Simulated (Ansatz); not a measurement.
Band structure of SrNiF6 (R-3m, 8 atoms in the cell).

```
CELL_PARAMETERS angstrom
      3.63099     2.09635     2.25259
     -3.63099     2.09635     2.25259
      0.00000    -4.19270     2.25259
ATOMIC_POSITIONS crystal
  Sr 0.50000 0.50000 0.50000
  Ni 0.00000 0.00000 0.00000
  F  0.72210 0.72210 0.06795
  F  0.27790 0.27790 0.93205
  F  0.06795 0.72210 0.72210
  F  0.93205 0.27790 0.27790
  F  0.72210 0.06795 0.72210
  F  0.27790 0.93205 0.27790
```

Level of theory: PBEsol, PAW files made with PBE (plane waves; Ansatz, a quantum-chemistry and plane-wave program).

Settings: basis.ecutwfc = 420 eV; kpoints.mp_grid.grid = 5 5 5; hamiltonian.xc = pbesol; hamiltonian.pseudopotentials = {kind: paw} (the program's default PAW files); scf.occupations.method = fixed; kpoints.band_path.npoints = 8.

The starting cell comes from a database of computed structures (which also holds hypothetical and non-ambient phases and stackings), without a prior relaxation at this level. Its lattice was rescaled by a random factor within 2.5 % of one.

### Question
Predict the gap along the standard path and the places of the band edges.

### Answer
The gap along the path is 1.17 eV, from F to Γ; the smallest direct gap on it is 1.22 eV. Another conduction valley lies within 0.1 eV, so the order of the valleys is not sure.

Levels in eV from the top of the valence band on the path, bands 32 to 39:
```csv
point,32,33,34,35,36,37,38,39
Γ,-0.45,-0.45,-0.45,-0.30,1.17,1.17,7.41,9.79
P,-0.62,-0.53,-0.16,-0.16,1.27,1.27,9.05,9.05
Z,-0.64,-0.51,-0.14,-0.14,1.18,1.18,9.01,9.01
Q,-0.57,-0.56,-0.20,-0.20,1.47,1.47,9.17,9.17
F,-0.90,-0.67,-0.48,0.00,1.22,1.66,8.84,9.12
P1,-0.62,-0.53,-0.16,-0.16,1.27,1.27,9.05,9.05
Q1,-0.57,-0.56,-0.20,-0.20,1.47,1.47,9.17,9.17
L,-0.87,-0.42,-0.34,-0.15,1.41,1.64,9.01,9.31
```

Keys are those of Ansatz 0.2.
